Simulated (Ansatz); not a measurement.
Start from ZnO in the wurtzite structure (space group P6_3mc, No. 186).

```
CELL_PARAMETERS angstrom
      3.18693     0.00000     0.00000
     -1.59347     2.75997     0.00000
      0.00000     0.00000     5.15257
ATOMIC_POSITIONS crystal
  Zn 0.33333 0.66667 0.00180
  Zn 0.66667 0.33333 0.50180
  O  0.33333 0.66667 0.38020
  O  0.66667 0.33333 0.88020
```

Cartesian axes are those of the cell as printed.

Calculations: Ansatz (an electronic-structure program) LDA, no spin-orbit coupling.

For the base:

- Shortest interatomic distance: 1.944 Å
- Valence-band top at Γ: 0.00, 0.00, -0.11 eV
- Pressure: 0.00 GPa

Modification: uniaxial strain ε_zz = +2.40 %, all other strain components held at zero, atoms relaxed at fixed cell.

Task: Predict the new shortest interatomic distance.

Result: The shortest interatomic distance grows by 0.015 Å (1.944 Å → 1.959 Å).

Task: What does the calculation give for the valence-band top at Γ after the change?

Result: The valence-band top at Γ (three highest levels, from the VBM) changes from 0.00, 0.00, -0.11 eV to 0.00, 0.00, -0.12 eV.

Task: Estimate the effect on the pressure.

Result: The pressure (mean of the normal stresses, compression positive) goes from zero to -3.70 GPa.

The levels and masses belong to the bands next to the band gap. Stability against distortions was not tested.
